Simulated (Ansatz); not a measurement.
Base system: SnSe2 in the 2H-MoS2 type structure (space group P6_3/mmc, No. 194; a = 3.796 Å, c = 12.025 Å; a hypothetical phase, not in the database extracts checked; layered, stacked along the Cartesian z axis). Axes: x lies along a and z along c of the hexagonal cell.

Structures relaxed with r2SCAN+rVV10, PAW, 500 eV (Ansatz, a first-principles code; no spin-orbit coupling).

Base:

Simulated powder pattern, Cu Kα1, λ = 1.54056 Å (kinematic, ideal powder, no thermal factors, no anomalous dispersion; the 10 strongest lines at most, above 2 %, up to 2θ = 90°):

```
2θ (°)  I/Imax (%)    hkl
------  ----------  -----
14.72           20  (002)
27.10           38  (100)
35.28          100  (103)
45.20          7.4  (006)
46.76           16  (105)
47.89           31  (110)
60.87           20  (203)
67.97           13  (116)
80.95           18  (213)
81.64          8.3  (118)
```

After one change:

Simulated powder pattern, Cu Kα1, λ = 1.54056 Å (kinematic, ideal powder, no thermal factors, no anomalous dispersion; the 10 strongest lines at most, above 2 %, up to 2θ = 90°):

```csv
2θ (°),I/Imax (%)
14.44,37
26.88,19
28.00,40
34.83,56
35.72,100
46.72,20
48.18,33
50.21,15
62.56,20
67.50,13
```

### Question
Which of these changes matches the shifts?
A. tensor shear ε_xy = +3.41 %
B. uniaxial stress, 5 GPa compression along x
C. isotropic strain +2.49 %
D. biaxial strain +3.36 %, plane normal [001], relaxed out of plane

### Answer
B, uniaxial stress, 5 GPa compression along x. Its volume per atom is 24.59 Å³ against 25.01 Å³, and its space group is Cmcm (No. 63).

Stability under load was not tested beyond the relaxation. All final runs are without spin polarisation.
